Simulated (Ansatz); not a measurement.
We consider Mg (model structure, Pm-3n, No. 223, 8 atoms in the cell), described by r²SCAN (PAW; Ansatz, a program for electronic structure).

Run with plane-wave cutoff 560 eV, 10×10×10 k mesh, Fermi–Dirac smearing 0.05 eV, scalar-relativistic PAW data made under PBE.

Cell (relaxed at this level):

Mg has the cubic space group Pm-3n (No. 223), Pearson symbol cP8. Cell: a = b = c = 5.692 Å, α = β = γ = 90.00°. Mg1 on 2a sees 12 Mg at 3.182 Å. Mg2 on 6c sees 2 Mg at 2.846 Å and 4 Mg at 3.182 Å and 8 Mg at 3.486 Å. (Neighbours: up to the widest gap in distance over summed covalent radii, below 1.35, at either atom.)

Q: What does this level give for the bulk modulus B0?

A: 
- bulk modulus B0: 37.6 GPa

The run finds no gap.

Note: the bulk modulus is −V dP/dV from two relaxed cells at ±2 % in volume; the relaxation could raise the start's symmetry but not lower it, so the cell can be a saddle point.

The computed numbers hold no vibrational or temperature effects.

A model structure was made by putting elements into a prototype or built by hand; it is no filed structure, need not be a known phase, and can be a saddle point held by its symmetry.
